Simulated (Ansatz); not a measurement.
Defect calculation: Na interstitial in alpha quartz

The numbers are results of PBE, PAW (plane waves to 420 eV; Ansatz, a quantum-chemistry and plane-wave program), not measurements. The supercell holds 243 host sites (3×3×3 repeats of a cell of 9 atoms), with a Γ-point k-point sampling for the final energies. Site at the start: void with 6O2Si nearest. Finite-size correction: monopole term and site-potential alignment. Dielectric constants: PBE linear response of the host. Host gap at this level: 5.68 eV. These values are not converged in cell size to better than tenths of an eV. The semilocal functional narrows the gap, so deep levels can fall outside it. Spin–orbit coupling is left out. Each state is the lowest found from its start.

The name describes the start; the neighbours show where the atoms ended.

Charges with a result: +1, 0. Others weren't obtained, and one of them could lie lower, also by skipping a charge.

```tsv
charge	moment (μB)	point group	largest move off a lattice site (Å)	neighbours of the last Na atom of the defect at the end (Å)	image correction with alignment (eV)
+1	not spin-polarised	C2	0.37	O 2.19, O 2.19, O 2.43, O 2.43, O 2.47, O 2.47	0.33
0*	quenched	–	0.38	O 2.19, O 2.19, O 2.44, O 2.44, O 2.47, O 2.48	–
```

* At this level the carrier isn't localised at the defect: at charge 0 electrons occupy the conduction band. Such a state is shallow or no state of the defect, and this cell gives it no level.

Point groups are those of the whole cell at tolerances of 0.03 and 0.1 Å ("near" where only the looser one holds); none is given for unsettled states.

Starting moments that weren't kept: charge 0 began with 1 μB and ended with 0.0.

No other site or start that was run ended lower by more than 0.1 eV.

Flagged in the runs: a host whose relaxation on this sampling wasn't shown to rest, a strain field that reaches the edge of the cell, zone-centre sampling.
